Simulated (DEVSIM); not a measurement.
Structure: abrupt GaP p-n junction, at 250 K.

Layer 1 from the left is GaP, thickness (μm) 2.00, Na (cm⁻³) 3.6e18, τn (s) 2.4e-6, τp (s) 2.4e-6. Layer 2 from the left is GaP, thickness (μm) 32.0, Nd (cm⁻³) 3.9e14, τn (s) 2.4e-6, τp (s) 2.4e-6.

Left contact: ohmic. Right contact: ohmic. Voltage is applied to the left contact. Recombination: SRH at mid-gap, radiative, Auger. Mobility is μmin + (μ − μmin)/(1 + (N/Nref)^α).

Constants are typed, rounded textbook-type inputs, not results; the design itself was drawn at random and stands for no fabricated device. Values at 300 K; Nc and Nv go as T^1.5, mobilities as T to minus their exponent, the gap by Varshni's rule with the affinity fixed.

GaP: gap (eV) 2.26, affinity (eV) 3.8, permittivity 11.1, Nc (cm⁻³) 1.8e19, Nv (cm⁻³) 1.9e19, μn (cm²/Vs) 250, μp (cm²/Vs) 150, μn,min 10, μp,min 10, Nref,n 4.4e18, Nref,p 1e18, αn 0.8, αp 0.85, T exponent of μn 1.6, T exponent of μp 1.98, B (cm³/s) 1e-13, Cn (cm⁶/s) 1e-30, Cp (cm⁶/s) 1e-30, Varshni α (eV/K) 0.00058, Varshni β (K) 372.

**Question.** Estimate by hand the built-in potential, the peak field at zero bias, the capacitance at -0.6 V, and compare with a numerical solution.

**Answer.** 
- Built-in potential: ni = √(Nc Nv) exp(−Eg/2kT) = 0.000149 cm⁻³ with Eg = 2.279 eV; Vbi = kT/q ln(Na Nd/ni²) = 2.024 V; numerical 2.024 V.
- Peak field at zero bias: depletion approximation: W = √(2εVbi/(qN)) = 2.52 μm with N = 3.90e14 cm⁻³; field = 2Vbi/W = 16000 V/cm; numerical 97500 V/cm (estimate below by 84 %).
- Capacitance at -0.6 V: C = √(qεN / 2(Vbi + |V|)) = 3.42 nF/cm²; numerical 3.51 nF/cm² (estimate below by 2.5 %).

Model (solved in DEVSIM): 1D drift-diffusion, Boltzmann statistics, complete ionisation; no tunnelling, impact ionisation, image-force lowering or self-heating.
